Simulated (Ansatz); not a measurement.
Ansatz (an electronic-structure program) run on SiO₂ (I-42d, 6 atoms in the cell): self-consistent single point

Computed with LDA (PW92), default PAW files made with PBE (plane waves; Ansatz).

Input:

Ansatz 0.2 input:
```yaml
# SiO2
crystal:
  lattice:
    - [-2.469858, 2.469858, 3.644703]
    - [2.469858, -2.469858, 3.644703]
    - [2.469858, 2.469858, -3.644703]
  atoms:
    - { symbol: Si, position_ang: [0.000000, 0.000000, 0.000000] }
    - { symbol: Si, position_ang: [0.000000, 2.469858, 1.822351] }
    - { symbol: O, position_ang: [0.478115, 1.234929, 0.911176] }
    - { symbol: O, position_ang: [-1.234929, 1.991743, 2.733527] }
    - { symbol: O, position_ang: [-0.478115, 3.704787, 0.911176] }
    - { symbol: O, position_ang: [1.234929, 2.947973, 2.733527] }
basis:
  ecutwfc: 420.0 eV
kpoints:
  mp_grid: { grid: [7, 7, 7] }
hamiltonian:
  xc: lda
  pseudopotentials: { kind: paw }
scf:
  occupations: { method: fixed }
output:
  forces: true
  eigenvalues: true
  stress: true
```

Log, with long lists cut:

```
WARN ansatz: RAYON_NUM_THREADS=1 ignored (pool sized by the plan → 1); use --threads N
Pseudopotentials: kind: paw
Pseudopotential: Si, paw, valence charge 4
Pseudopotential: O, paw, valence charge 6
Crystal: 6 atoms, lattice volume = 88.934 Å³
Basis set: ecut = 420 eV, 1753 PW (Γ)
Bands: 22, of which v1, the nominal top of the filled ones, is band 16 counted from 1 (15 counted from 0)
Symmetry: 8 space group operations
Space group: I-42d (ITA 122), of the structure as read, at distance tolerance 4.5e-5 Å
k-points: 40 of 343 (time reversal used)
PAW frozen core: Si, regenerated for the run's functional, and the local potential with it
PAW frozen core: O, regenerated for the run's functional, and the local potential with it
Initial density: superposition of atomic densities (neutral atoms: chi_scale 0, normalization atom), corrected by the library's trained network
Initial wavefunctions: pseudopotential atomic-orbital guess
Eigensolver: davidson
Functional: x = slater, c = lda
SCF iter   1: F=—  HF=-3445.404946 eV  |F-HF|=—  |Δ(HF+E_count)|=         —  Δρ=1.17e-2  dr2=1.09e-1  ethr=1.77e-3  ⟨swp⟩=5.0  Hψ=4466  notcnv=0  defer=146
all-band conjugate gradients solve this SCF's bands
preconditioner: auto → none
SCF iter   2: F=—  HF=-3445.378395 eV  |F-HF|=—  |Δ(HF+E_count)|=   2.66e-2  Δρ=5.76e-3  dr2=1.40e-2  ethr=3.39e-4  ⟨swp⟩=2.1  Hψ=1745  notcnv=0  defer=156
SCF iter   3: F=—  HF=-3445.373583 eV  |F-HF|=—  |Δ(HF+E_count)|=   4.81e-3  Δρ=1.38e-3  dr2=6.00e-4  ethr=4.38e-5  ⟨swp⟩=2.0  Hψ=1372  notcnv=0  defer=159
SCF iter   4: F=—  HF=-3445.373348 eV  |F-HF|=—  |Δ(HF+E_count)|=   2.35e-4  Δρ=1.20e-4  dr2=1.06e-5  ethr=1.87e-6  ⟨swp⟩=3.0  Hψ=1520  notcnv=0  defer=160
SCF iter   5: F=—  HF=-3445.373344 eV  |F-HF|=—  |Δ(HF+E_count)|=   3.77e-6  Δρ=2.12e-5  dr2=1.70e-7  ethr=3.32e-8  ⟨swp⟩=2.5  Hψ=1423  notcnv=0  defer=75
SCF iter   6: F=-3445.373344 eV  HF=-3445.373344 eV  |F-HF|=2.61e-9  |Δ(HF+E_count)|=   1.71e-8  Δρ=2.09e-6  dr2=3.35e-9  ethr=3.13e-10  ⟨swp⟩=12.5  Hψ=5126  notcnv=0
SCF 1 converged in 6 iterations: F = -3445.373344 eV  dr2 = 3.35e-9
SCF converged after 6 iterations
Free energy (F): -3445.373344 eV
Harris-Foulkes:  -3445.373344 eV  (|F-HF|=2.61e-9)
Internal energy: -3445.373344 eV  (E = F + TS)
E sigma→0 (E₀):  -3445.373344 eV
Fermi energy:    0.522444 eV
--- Per-component energies (eV) ---
  E_band       = -196.271002
  E_kinetic    = 801.544051
  E_local      = -2343.608031  (includes V_loc(G=0)·N_el)
  E_nonlocal   = 251.293035
  E_hartree    = 861.764647
  E_xc         = -401.501246
  E_vxc        = -469.836589  (∫ρ·V_xc dr)
  E_paw        = -1566.269827  (= ΣΔE_a)
  E_vpaw       = -159.201222  (= ΣTr[D̂ρ^β])
  E_aug_tail   = 0.010654  (compensation charges beyond the density's cutoff)
  E_ewald      = -1049.162975
  E_core_change = 0.556347  (= ΣΔE_core)
  E_smearing   = -0.000000  (= −TS)
  E_closure    = 0.000000  (closes the sum)
  Σ components = -3445.373344   (vs F -3445.373344, Δ=0.00e0)
--- Forces (eV/Å), atoms counted from 1 ---
  atom   1  Si     0.00000000     0.00000000    -0.00000000
  atom   2  Si    -0.00000000    -0.00000000     0.00000000
  atom   3  O      0.00483382    -0.00000000    -0.00000000
  atom   4  O      0.00000000    -0.00483382    -0.00000000
  atom   5  O     -0.00483382    -0.00000000     0.00000000
  atom   6  O      0.00000000     0.00483382     0.00000000
  max |Σ_I F_I| component: 9.54e-17 eV/Å
--- Stress (GPa, compression-positive) ---
       -0.042627       0.000000       0.000000
        0.000000      -0.042627      -0.000000
        0.000000      -0.000000      -0.069778
  P = ⅓ Tr σ = -0.0517 GPa (-0.517 kbar)
  The stress holds the Pulay correction. Without it, at fixed plane waves, as pw.x and ABINIT print it: P = -0.7676 GPa
--- Band table (eV; the first three rows and the last of 40) ---
  k-point 0: bands = ["-18.4912", "-16.3102", "-16.3102", "-16.2485", "-8.7654", "-5.0658", "-5.0658", "-4.7967", "-2.0666", "-1.6404", "-1.1138", "-1.1138", "-1.0576", "-0.1616", "0.5224", "0.5224", "6.2665", "9.1589", "11.0282", "11.0282", [...]
  k-point 1: bands = ["-18.4052", "-16.4549", "-16.3160", "-16.2598", "-8.5488", "-5.2407", "-4.9612", "-4.6865", "-2.1241", "-1.5680", "-1.3527", "-1.1350", "-1.1270", "-0.1343", "0.4604", "0.4626", "6.6961", "9.4221", "10.4470", "10.8329", [...]
  k-point 2: bands = ["-18.1564", "-16.8272", "-16.3273", "-16.2880", "-7.9689", "-5.6834", "-4.6978", "-4.4917", "-2.2615", "-1.7876", "-1.4643", "-1.3705", "-1.0485", "-0.1364", "0.3071", "0.3296", "7.7616", "9.9416", "10.1647", "10.5554", [...]
  k-point 39: bands = ["-17.5869", "-17.4848", "-16.3488", "-16.3435", "-6.7021", "-6.4763", "-4.5049", "-4.4403", "-2.2322", "-1.9933", "-1.7039", "-1.3351", "-1.0027", "-0.8456", "0.0979", "0.2131", "9.3291", "9.3714", "10.2965", "10.5808", [...]
```

The run converged in 6 iterations.

The starting cell comes from a database of computed structures (which also holds hypothetical and non-ambient phases and stackings), without a prior relaxation at this level. Its lattice was rescaled by up to half a per cent. Ansatz's pressure includes its estimate of the finite-basis (Pulay) stress. Without the estimate this run gives -0.77 GPa.
